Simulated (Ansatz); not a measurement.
The starting structures come from a database of crystals and need not be the phases stable at ambient conditions.

 Where the default PAW files enter, the runs use the earlier of Ansatz's two default sets.

Tunnelling through a barrier is set by its complex band structure: the current falls as exp(−2κd) with the smallest κ.

```xyz
4
Lattice="3.8311 0.0000 0.0000 0.0000 5.4117 0.0000 0.0000 0.0000 3.9093" Properties=species:S:1:pos:R:3 pbc="T T T"
Zn     0.0000     1.2822     1.9546
Zn     1.9156     4.1294     0.0000
Se     0.0000     2.7058     0.0000
S      1.9156     0.0000     1.9546
```

Space group of this cell: Pmm2. The cell is strained (lengths across the current scaled by 0.98, ions clamped); by r2SCAN its mean pressure is 3.2 GPa.

Transport runs along the normal of the first two printed cell vectors.

The gap is the functional's own. No spin-orbit coupling. Mid-gap values are interpolated on the energy grid.

**Question.** State the band gap and the smallest decay constant κ at mid-gap according to r2SCAN in Ansatz (a quantum-chemistry and plane-wave program).

**Answer.** Gap 2.29 eV on a 8×6×8 mesh; κ = 0.151 1/Å, at the zone centre.
